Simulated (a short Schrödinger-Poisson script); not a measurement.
Solved with a short Schrödinger-Poisson script written for these runs: 1D Poisson equation in equilibrium, electrons quantum, Hartree (BenDaniel-Duke, 12 states a valley, the channel's in-plane mass for all, wave functions ending at the dielectric), parabolic valleys, classical holes, full ionisation, no traps, pinning or gate leakage.

Stack: MOS inversion layer, Si3N4 on p-type Ge(100), at 300 K.

From the gate side: 1.8 nm Si3N4; 360 nm Ge, acceptors 1.3e18 cm⁻³.

The device is made up for the run: typed textbook-type constants, with dimensions and the other settings drawn at random. Si3N4: permittivity 7.5, conduction-band edge (eV) 1.9, gap (eV) 5.1, electron mass (mₑ) 0.5. Ge: permittivity 16, conduction-band edge (eV) 0, gap (eV) 0.664, Nv at 300 K (cm⁻³) 6e18.

Channel valleys (confinement mass, in-plane density-of-states mass, number): L4 0.12, 0.295, 4. At the gate the conduction-band edge of layer 1 lies 1.92 eV − eVg above the Fermi level of the channel; the field vanishes at the back. Gaps are held at their typed values at every temperature. Mesh 0.03 nm at interfaces.

Question: Give the sheet density of all electrons at Vg = 0.9 V (cm⁻²); the sheet density of all electrons at Vg = 0.3 V (cm⁻²); the capacitance at Vg = 0.9 V (μF/cm²).

Answer: sheet density of all electrons at Vg = 0.9 V (cm⁻²): 7.72e12; sheet density of all electrons at Vg = 0.3 V (cm⁻²): 2.38e11; capacitance at Vg = 0.9 V (μF/cm²): 2.38. Only the L valleys are kept; under strong confinement the Δ valleys of Ge fill too.
